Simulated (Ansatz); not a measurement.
The starting structures come from a database of crystals and need not be the phases stable at ambient conditions.

By PBEsol, the system below comes out a metal.

Without scattering a metal conducts by its projected Fermi surface.

Given:

```
CELL_PARAMETERS angstrom
      5.49090     0.00000     0.00000
      0.00000    13.69520     0.00000
      2.74545     0.00000     1.58509
ATOMIC_POSITIONS crystal
  Ti 0.66667 0.08134 0.00000
  Ti 0.33333 0.91866 0.00000
  Ti 0.33333 0.58134 0.00000
  Ti 0.66667 0.41866 0.00000
  Sn 0.66667 0.75000 0.00000
  Sn 0.33333 0.25000 0.00000
  C  0.00000 0.00000 0.00000
  C  0.00000 0.50000 0.00000
```

Space group of this cell: P6_3/mmc. The cell is taken as given; by PBEsol its mean pressure is -4.0 GPa.

The current flows along the normal of the first two printed cell vectors, the (110) plane of the conventional cell. No spin-orbit coupling; the value is a mean over 0.1 eV about the Fermi level.

Problem. Compute, with Ansatz (a first-principles code) with PBEsol, the ballistic conductance per area.

Solution. 0.62 × 10¹⁵ S/m² for both spins.
